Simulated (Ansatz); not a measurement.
## Hypothetical simple cubic Ru: pressure 0.7 GPa

Base system: Ru in the simple cubic structure (space group Pm-3m, No. 221; a = 2.480 Å; a hypothetical phase, not in the database extracts checked).

It is then changed as follows: cell and atoms relaxed at a pressure of 0.7 GPa.

Method: PBEsol (Ansatz, an electronic-structure program, PAW, no spin-orbit coupling). Γ-centred 19×19×19 mesh, Fermi–Dirac width 0.05 eV.

| quantity | base | changed | shift |
|---|---|---|---|
| volume per atom | 15.26 Å³ | 15.21 Å³ | -0.043 Å³ |
| density | 11.00 g/cm³ | 11.03 g/cm³ | +0.03 g/cm³ |
| lattice parameter a | 2.480 Å | 2.478 Å | -0.002 Å |
| shortest interatomic distance | 2.480 Å | 2.478 Å | -0.002 Å |
| enthalpy H = E + PV relative to the base's energy | – | +0.07 eV/atom | – |
| band gap | zero | zero | – |

Final structure:

```xyz
1
Lattice="2.4779 0.0000 0.0000 0.0000 2.4779 0.0000 0.0000 0.0000 2.4779" Properties=species:S:1:pos:R:3 pbc="T T T"
Ru     0.0000     0.0000     0.0000
```

Load acts through the strain it causes; cell and atoms are relaxed under it. Stability against distortions was not tested. All final runs are without spin polarisation.
